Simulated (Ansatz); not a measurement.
AlP, pressure series

Start from AlP in the zinc blende structure (space group F-43m, No. 216; a = 5.5078 Å).

Cell and atoms are relaxed at each pressure.

Method: Ansatz (a program for electronic structure), PBE, PAW, cutoff 420 eV, without spin-orbit coupling.

```
variant            lattice parameter a  band gap
-----------------  -------------------  --------
base                           5.508 Å   1.63 eV
pressure −2 GPa                5.554 Å         …
pressure −1 GPa                5.530 Å   1.66 eV
pressure 0.9 GPa               5.488 Å   1.61 eV
pressure 2.1 GPa                     …   1.59 eV
pressure 4.5 GPa               5.418 Å   1.54 eV
pressure 9 GPa                 5.345 Å   1.45 eV
pressure 15 GPa                      …   1.34 eV
pressure 22.5 GPa              5.176 Å   1.21 eV
pressure 30 GPa                5.104 Å   1.10 eV
```

### Question
Fill in the withheld entries from the trend.

### Answer

- pressure −2 GPa, band gap: 1.68 eV
- pressure 2.1 GPa, lattice parameter a: 5.464 Å
- pressure 15 GPa, lattice parameter a: 5.262 Å

Load acts through the strain it causes; cell and atoms are relaxed under it. Whether these cells are dynamically stable was not tested. Measured, AlP leaves this structure (for the NiAs type) near 14.2 GPa (temperature not stated; as listed in Datta, Sujoy, Jana, Debnarayan, arXiv (2020)), on rising pressure, with hysteresis.
